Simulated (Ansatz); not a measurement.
Phonon-limited resistivity of LaRuSi (P4/nmm) against temperature in μΩ·cm, PBEsol, DFPT electron-phonon coupling, linearised Boltzmann equation (Ansatz, a quantum-chemistry and plane-wave program), harmonic crystal at a fixed cell. x, y and z are the axes of this cell:
```
LaRuSi
1.0
    4.20887     0.00000     0.00000
    0.00000     4.20887     0.00000
    0.00000     0.00000     7.03046
La Si Ru
2 2 2
Direct
  0.00000   0.50000   0.31868
  0.50000   0.00000   0.68132
  0.00000   0.50000   0.83174
  0.50000   0.00000   0.16826
  0.00000   0.00000   0.00000
  0.50000   0.50000   0.00000
```

```json
[
 {"T": "50 K", "ρ (x, y)": "3.9", "ρ (z)": "2.9"},
 {"T": "77 K", "ρ (x, y)": "8.8", "ρ (z)": "6.3"},
 {"T": "100 K", "ρ (x, y)": "(withheld)", "ρ (z)": "9.4"},
 {"T": "150 K", "ρ (x, y)": "(withheld)", "ρ (z)": "16.1"},
 {"T": "200 K", "ρ (x, y)": "32", "ρ (z)": "23"},
 {"T": "250 K", "ρ (x, y)": "41", "ρ (z)": "29"},
 {"T": "273 K", "ρ (x, y)": "45", "ρ (z)": "32"},
 {"T": "300 K", "ρ (x, y)": "50", "ρ (z)": "35"},
 {"T": "350 K", "ρ (x, y)": "59", "ρ (z)": "42"},
 {"T": "400 K", "ρ (x, y)": "67", "ρ (z)": "48"},
 {"T": "500 K", "ρ (x, y)": "85", "ρ (z)": "60"}
]
```

**Question.** Fill in the missing entries.

**Answer.** 
- 100 K, ρ (x, y): 13.1
- 150 K, ρ (x, y): 23

A metal at this level (no band gap). Only scattering by harmonic phonons is included (no impurities, grain boundaries, electron-electron scattering or thermal expansion). Spin-orbit coupling is left out. Values near or above 100 μΩ·cm, or paths under about 2 nm, lie near resistivity saturation, where the Boltzmann equation overshoots. The run warned that the eigensolver left some states short of its tolerance. Halving the electron mesh (20x20x12) moves the resistivity by up to 4 %. Smearing 0.20 eV; phonons on a 3x3x2 q mesh, which this run doesn't test and which matters most at low temperature.

Formula and space group known from diffraction (Crystallography Open Database), not checked to be the room-temperature form: LaRuSi (P4/nmm).
